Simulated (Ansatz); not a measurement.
**Rh: biaxial strain +2.50 %, plane normal [001], relaxed out of plane**

The parent structure is Rh in the fcc (Cu type) structure (space group Fm-3m, No. 225; a = 3.782 Å; relaxed with 0.1 eV smearing). Axes: x, y, z lie along the cube axes.

Now apply this change: biaxial strain +2.50 %, plane normal [001], relaxed out of plane (Cartesian); in-plane vectors clamped, the third vector and the atoms free.

Level of theory: plane-wave PAW DFT at the PBEsol level (Ansatz, a first-principles code, 420 eV), spin-orbit coupling left out. Γ-centred 30×30×30 mesh, Fermi–Dirac width 0.1 eV.

| quantity | base | changed | shift |
|---|---|---|---|
| volume per atom | 13.52 Å³ | 13.89 Å³ | +0.37 Å³ |
| space group | Fm-3m (No. 225) | I4/mmm (No. 139) | – |
| energy relative to the base (free energy F) | 0 meV/atom | +24 meV/atom | +24 meV/atom |
| pressure (mean of the normal stresses, compression positive) | 0.0 GPa | -7.1 GPa | -7.1 GPa |
| band gap | zero | zero | – |
| out-of-plane strain | – | -2.20 % | – |
| ratio −ε⊥/ε∥ | – | 0.88 | – |
| mean in-plane stress (compression positive) | – | -10.6 GPa | – |

No phonon test of stability was made. The final runs are not spin-polarised. Rh lies near a magnetic instability that expansion can trigger; it was not tested.
